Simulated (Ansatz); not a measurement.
Pt under a change: uniaxial strain ε_zz = +2.00 %

The parent structure is Pt in the fcc (Cu type) structure (space group Fm-3m, No. 225; a = 3.942 Å; relaxed with 0.1 eV smearing). Axes: x, y, z lie along the cube axes.

Modification: the cell is stretched by 2.00 % along z with no lateral relaxation, atoms relaxed at fixed cell.

Level of theory: Ansatz (a quantum-chemistry and plane-wave program), r2SCAN, PAW, cutoff 500 eV, spin-orbit coupling left out. Settings: 29×29×29 k-points, 0.1 eV Fermi–Dirac smearing.

- Volume per atom: 15.62 Å³ (base 15.31 Å³)
- Space group: I4/mmm (No. 139) (base Fm-3m (No. 225))
- Shortest interatomic distance: 2.787 Å (base 2.787 Å)
- Energy relative to the base (free energy F): +6.1 meV/atom
- Pressure (mean of the normal stresses, compression positive): -5.0 GPa (base 0.0 GPa)
- Band gap: zero (base zero)
- Stress (xx, yy, zz, yz, xz, xy; compression positive): (-4.4, -4.4, -6.2, 0.0, 0.0, 0.0) GPa

Cost of the whole job for the changed cell (relaxation, final SCF and bands): roughly 50 core-seconds.

Whether these cells are dynamically stable was not tested. The final runs are not spin-polarised. Pt lies near a magnetic instability that expansion can trigger; it was not tested.
